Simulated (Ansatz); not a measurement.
## MoGe (model structure, started from the FeB type, Pnma, No. 62, 8 atoms in the cell): properties by level of theory

| level (code) | equilibrium volume per atom (Å³/atom) | enthalpy of formation (eV/atom) |
|---|---|---|
| PBE (Ansatz) | [?] | 0.026 |
| PBEsol (Ansatz) | 15.02 | -0.048 |
| PBE-D3(BJ) (Ansatz) | 15.05 | -0.046 |

**Question.** Fill in the missing entries.

**Answer.** 
- PBE (Ansatz, a first-principles code), equilibrium volume per atom (Å³/atom): 15.54

Ansatz's density-functional and Hartree–Fock values are scalar-relativistic unless marked +SOC, with PAW data made under PBE.

Computed values are for the static lattice.

A model structure was made by putting elements into a prototype or built by hand; it is no filed structure, need not be a known phase, and can be a saddle point held by its symmetry.
